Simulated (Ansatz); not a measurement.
Carrier properties of YN under load (space group I4/mmm)

Input:

```xyz
2
Lattice="0.0000 2.4415 2.4512 2.4415 0.0000 2.4512 2.4415 2.4415 0.0000" Properties=species:S:1:pos:R:3 pbc="T T T"
Y      0.0000     0.0000     0.0000
N      2.4415     2.4415     2.4512
```

All values below come from r2SCAN with spin-orbit coupling, rigid bands (plane waves, PAW; Ansatz, an electronic-structure program). Condition of this run: biaxial stress xx = yy = 1 GPa (compression positive) (the target of the relaxation). Geometry: cell and atoms relaxed with r2SCAN, then loaded as said.

The band gap is 0.55 eV. The electron conductivity mass (300 K, dilute) is 0.24 (x), 0.24 (y), 0.20 (z) mₑ and the hole conductivity mass (300 K, dilute) comes out as 0.53 (x), 0.53 (y), 0.73 (z) mₑ. The effective density of states N_c (300 K) comes out as 1.2e19 cm⁻³ and the effective density of states N_v (300 K) is 2.1e19 cm⁻³. The density-of-states mass, electrons comes out as 0.61 mₑ, the density-of-states mass, holes comes out as 0.88 mₑ and the Seebeck coefficient, n-type 1e19 cm⁻³, 300 K is -241 μV/K. The best n-type power factor at 300 K for τ = 10 fs (best axis; densities from 1e16 to 1e21 cm⁻³ tried, whether or not they can be reached) is 9.1 μW/(cm·K²) at 3e19 cm⁻³ and the Seebeck coefficient, p-type 1e19 cm⁻³, 300 K comes out as 313 μV/K. The best p-type power factor at 300 K for τ = 10 fs (best axis; densities from 1e16 to 1e21 cm⁻³ tried, whether or not they can be reached) is 11.3 μW/(cm·K²) at 3e20 cm⁻³.

Rigid bands; masses and Seebeck coefficients take one relaxation time τ for all states and one kind of carrier; polarons and phonon drag are left out.
